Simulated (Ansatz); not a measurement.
```
SrTiO3
1.0
    3.82890     0.00000     0.00000
    0.00000     3.82890     0.00000
    0.00000     0.00000     3.82890
Sr Ti O
1 1 3
Direct
  0.00000   0.00000   0.00000
  0.50000   0.50000   0.50000
  0.50000   0.00000   0.50000
  0.00000   0.50000   0.50000
  0.50000   0.50000   0.00000
```

The numbers are results of PBEsol with spin-orbit coupling, rigid bands (plane waves, PAW; Ansatz, an electronic-structure program), not measurements. Condition of this run: hydrostatic pressure 10 GPa (the target of the relaxation). Geometry: cell and atoms relaxed with PBEsol, then loaded as said.

Q: What conductivity effective mass do dilute holes have at 300 K?

A: 1.79 mₑ.

Q: Predict the electron conductivity mass (n e² τ/σ) at 300 K, by direction if it differs.

A: 0.62 mₑ.

Q: And the band gap?

A: 1.92 eV at this level; semilocal functionals usually fall short of the measured gap.

Rigid bands, one relaxation time for all states, no polarons.
